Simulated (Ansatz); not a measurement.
Consider GaN (space group P4_2/mnm, No. 136; a = 5.470 Å, c = 3.183 Å; a hypothetical phase, not in the database extracts checked). Axes: x, y, z lie along a, b, c of the conventional cell.

Calculations: PBEsol, PAW, 420 eV (Ansatz, an electronic-structure program; scalar-relativistic without spin-orbit coupling).

The change: biaxial strain −1.42 %, plane normal [001], relaxed out of plane (Cartesian); in-plane vectors clamped, the third vector and the atoms free.

Question: How does this affect the out-of-plane strain?

Answer: The out-of-plane strain comes out as +0.95 %.

Question: Predict the new in-plane stress.

Answer: The mean in-plane stress (compression positive) is +4.4 GPa.

Whether these cells are dynamically stable was not tested.
